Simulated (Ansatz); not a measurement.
The starting structures come from a database of crystals and need not be the phases stable at ambient conditions.

 Where the default PAW files enter, the runs use the earlier of Ansatz's two default sets.

Inside the gap of an insulator the Bloch states are evanescent, with a wavenumber k + iκ along the transport direction.

```
La2O3
1.0
    3.93078     0.00000     0.00000
    0.00000     6.11195     0.00000
    1.96539     0.00000     3.30203
La O
2 3
Cartesian
  3.93078   1.50501   2.20135
  1.96539   4.60694   1.10068
  3.93078   3.94765   2.20135
  1.96539   2.16430   1.10068
  0.00000   0.00000   0.00000
```

Space group of this cell: C2/m. The cell is strained (lengths along the current scaled by 0.97, ions clamped); by r2SCAN its mean pressure is 5.7 GPa.

Transport runs along the normal of the first two printed cell vectors.

The gap is the functional's own. No spin-orbit coupling. Mid-gap values are interpolated on the energy grid.

Estimate the band gap and the smallest decay constant κ at mid-gap that r2SCAN (Ansatz, a program for electronic structure) returns for this system.

Gap 4.28 eV on a 10×6×10 mesh; κ = 0.398 1/Å, at the zone centre.
